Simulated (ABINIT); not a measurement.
Input and output of a self-consistent single point for CuRu₃ (I4/mmm, 4 atoms in the cell) (ABINIT).

Method: PBEsol, PAW (JTH v2.0 PBE PAW, files made for PBE) (plane waves; ABINIT).

The change in words: lattice scaled by 0.98. Reference geometry:
```
CuRu3
1.0
   -1.86921     1.86921     3.94628
    1.86921    -1.86921     3.94628
    1.86921     1.86921    -3.94628
Cu Ru
1 3
Direct
  0.00000   0.00000   0.00000
  0.75000   0.25000   0.50000
  0.25000   0.75000   0.50000
  0.50000   0.50000   0.00000
```

Reference input (self-consistent single point, DFT, PBEsol, plane waves, PAW (JTH v2.0 PBE PAW, files made for PBE)): pseudos = [Cu.GGA_PBE-JTH.xml, Ru.GGA_PBE-JTH.xml]; ecut = 30 Ha; pawecutdg = 60 Ha; pawxcdev = 0; ixc = -116133; occopt = 7; tsmear = 0.00367493 Ha; ngkpt = 8 8 8; nshiftk = 1; shiftk = 0 0 0; potentials = JTH v2.0 PBE PAW; nband = 43. This run's input differs from it in these lines:

```diff
@@ -5,5 +5,5 @@
 rprim
-        -3.5322855208    3.5322855208    7.4573884111
-         3.5322855208   -3.5322855208    7.4573884111
-         3.5322855208    3.5322855208   -7.4573884111
+        -3.4616399993    3.4616399993    7.3082398870
+         3.4616399993   -3.4616399993    7.3082398870
+         3.4616399993    3.4616399993   -7.3082398870
 natom 4
```

Output, abridged:

```
--- !BeginCycle
solver: {iscf: 17, nstep: 60, nline: 4, wfoptalg: 10, }
tolerances: {tolvrs: 1.00E-12, }
...

     iter   Etot(hartree)      deltaE(h)  residm     nres2
 ETOT  1  -467.28025741668    -4.673E+02 5.246E+01 2.404E+02
 ETOT  2  -486.89911925035    -1.962E+01 1.474E-01 3.150E+03
 ETOT  3  -485.41069312796     1.488E+00 3.234E-01 4.533E+02
 ETOT  4  -485.13414602655     2.765E-01 3.275E-01 3.365E+02
 ETOT  5  -484.92944572293     2.047E-01 1.632E-01 1.436E+02
   [... 22 lines left out ...]
 ETOT 28  -484.86515723570    -2.615E-12 6.547E-05 9.869E-11
 ETOT 29  -484.86515723570     2.274E-12 1.902E-04 6.712E-12
 ETOT 30  -484.86515723569     4.036E-12 6.827E-05 1.835E-12
 ETOT 31  -484.86515723569    -1.421E-12 2.067E-04 3.691E-14
 At SCF step   31       nres2   =  3.69E-14 < tolvrs=  1.00E-12 =>converged.

 Cartesian components of stress tensor (hartree/bohr^3)
  sigma(1 1)=  9.94518982E-06  sigma(3 2)=  0.00000000E+00
  sigma(2 2)=  9.94518982E-06  sigma(3 1)=  0.00000000E+00
  sigma(3 3)=  1.06539837E-05  sigma(2 1)=  0.00000000E+00

 ----iterations are completed or convergence reached----

 reduced coordinates (array xred) for    4 atoms
       0.000000000000      0.000000000000      0.000000000000
       0.750000000000      0.250000000000      0.500000000000
       0.250000000000      0.750000000000      0.500000000000
       0.500000000000      0.500000000000      0.000000000000
 cartesian forces (eV/Angstrom) at end:
    1     -0.00000000000000    -0.00000000000000    -0.00000000000000
   [... lines left out ...]
 Fermi (or HOMO) energy (hartree) =   0.46881   Average Vxc (hartree)=  -0.48339
   [... lines left out ...]
'-kT*entropy'       : -8.60951845077546E-04
total_energy        : -4.84865157200414E+02
total_energy_eV     : -1.31938519129197E+04
...

-Cartesian components of stress tensor (GPa)         [Pressure= -2.9955E-01 GPa]
- sigma(1 1)=  2.92597537E-01  sigma(3 2)=  0.00000000E+00
- sigma(2 2)=  2.92597537E-01  sigma(3 1)=  0.00000000E+00
- sigma(3 3)=  3.13450968E-01  sigma(2 1)=  0.00000000E+00

 Calculation completed.
```

The run converged in 31 iterations. Against the reference run the free energy falls by 41.1 meV/atom and the pressure goes from -15.49 to -0.30 GPa.

The starting cell comes from a database of computed structures (which also holds hypothetical and non-ambient phases and stackings), without a prior relaxation at this level. Its lattice was rescaled by a random factor within 2.5 % of one. For this run, on top of that: lattice scaled by 0.98. Spin polarisation is off. The potentials were made for another functional than the one used.

Cost on one core of a shared machine: roughly 10 min.
